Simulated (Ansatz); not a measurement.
## PBE-D3(BJ) against r2SCAN+rVV10: P

Base system: P in the black-P type structure (space group Cmce, No. 64; a = 3.3224 Å, b = 10.1950 Å, c = 4.1630 Å; layered, stacked along the Cartesian y axis).

(Cell as relaxed with PBE-D3(BJ).)

Levels (all Ansatz, a program for electronic structure, PAW): PBE-D3(BJ) (420 eV, without spin-orbit coupling); r2SCAN+rVV10 (500 eV, scalar-relativistic without spin-orbit coupling).

Each level relaxes its own structure.

```json
[
 {"quantity": "volume per atom", "PBE-D3(BJ)": "17.63 Å³", "r2SCAN+rVV10": "…"},
 {"quantity": "space group", "PBE-D3(BJ)": "Cmce (No. 64)", "r2SCAN+rVV10": "…"},
 {"quantity": "band gap", "PBE-D3(BJ)": "zero", "r2SCAN+rVV10": "…"}
]
```

Given the PBE-D3(BJ) results, estimate those of r2SCAN+rVV10.


- volume per atom, r2SCAN+rVV10: 19.71 Å³
- space group, r2SCAN+rVV10: Cmce (No. 64)
- band gap, r2SCAN+rVV10: zero

PBE-D3(BJ)'s volume per atom lies 2.08 Å³ below r2SCAN+rVV10's (10.6 %); the two agree on the space group and band gap. The two levels end in clearly different cell shapes (a soft spacing or a collapse), which may drive these differences. Neither level is exact; r2SCAN+rVV10 is the comparison here, not a measurement.

Whether these cells are dynamically stable was not tested. Gaps under 0.05 eV, about the width of the smearing, are given as zero. The zero or small gap of P can change with the level of theory.
